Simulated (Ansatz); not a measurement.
# VSi2 (P6₄22, No. 181)

All values below come from r²SCAN-D4 in Ansatz (plane waves, PAW).

Run with plane-wave cutoff 500 eV, 12×12×6 k mesh (along the axes of the cell as run), Fermi–Dirac smearing 0.05 eV, spin-polarised start, scalar-relativistic PAW data made under PBE.

Cell (relaxed at this level):

```yaml
crystal:
  lattice:
    - [4.51298, 0.00000, 0.00000]
    - [-2.25649, 3.90836, 0.00000]
    - [0.00000, 0.00000, 6.31175]
  atoms:
    - { symbol: V, position: [0.00000, 0.50000, 0.33333] }
    - { symbol: V, position: [0.50000, 0.00000, 0.00000] }
    - { symbol: V, position: [0.50000, 0.50000, 0.66667] }
    - { symbol: Si, position: [0.83716, 0.67433, 0.00000] }
    - { symbol: Si, position: [0.16284, 0.83716, 0.66667] }
    - { symbol: Si, position: [0.32567, 0.16284, 0.33333] }
    - { symbol: Si, position: [0.16284, 0.32567, 0.00000] }
    - { symbol: Si, position: [0.83716, 0.16284, 0.66667] }
    - { symbol: Si, position: [0.67433, 0.83716, 0.33333] }
```

| Property | Result |
|---|---|
| band gap | zero (no gap) |

Note: the magnetic order was assumed, not searched for or taken from measurement.

Computed values are for the static lattice.

Ansatz is a first-principles code.
